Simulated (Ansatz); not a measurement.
Consider GaS in the beta-GaS type structure (space group P6_3/mmc, No. 194; a = 3.5342 Å, c = 15.0389 Å; layered, stacked along the Cartesian z axis). Axes: x lies along a and z along c of the hexagonal cell.

It is then changed as follows: the cell is stretched by 5.80 % along x with no lateral relaxation, atoms relaxed at fixed cell.

Calculations: PBEsol-D3(BJ) (Ansatz, a quantum-chemistry and plane-wave program, PAW, no spin-orbit coupling).

### Question
Give the band edges at the high-symmetry points of the new zone, measured from its valence-band maximum.

### Answer
```json
[
 {"point": "Γ", "valence edge (eV)": "0.00", "conduction edge (eV)": "1.10"},
 {"point": "Y", "valence edge (eV)": "-1.71", "conduction edge (eV)": "0.90"},
 {"point": "C₀", "valence edge (eV)": "-2.09", "conduction edge (eV)": "1.52"},
 {"point": "Σ₀", "valence edge (eV)": "-2.09", "conduction edge (eV)": "1.52"},
 {"point": "Z", "valence edge (eV)": "-0.82", "conduction edge (eV)": "1.57"},
 {"point": "A₀", "valence edge (eV)": "-1.96", "conduction edge (eV)": "1.79"},
 {"point": "E₀", "valence edge (eV)": "-1.96", "conduction edge (eV)": "1.79"},
 {"point": "T", "valence edge (eV)": "-2.02", "conduction edge (eV)": "1.16"},
 {"point": "S", "valence edge (eV)": "-1.79", "conduction edge (eV)": "1.37"},
 {"point": "R", "valence edge (eV)": "-2.11", "conduction edge (eV)": "1.57"}
]
```

The gap is 0.90 eV, indirect, Γ → Y.

The cells carry an imposed strain or load. No phonon test of stability was made. Labels are those of the standard path for the cell's own space group.
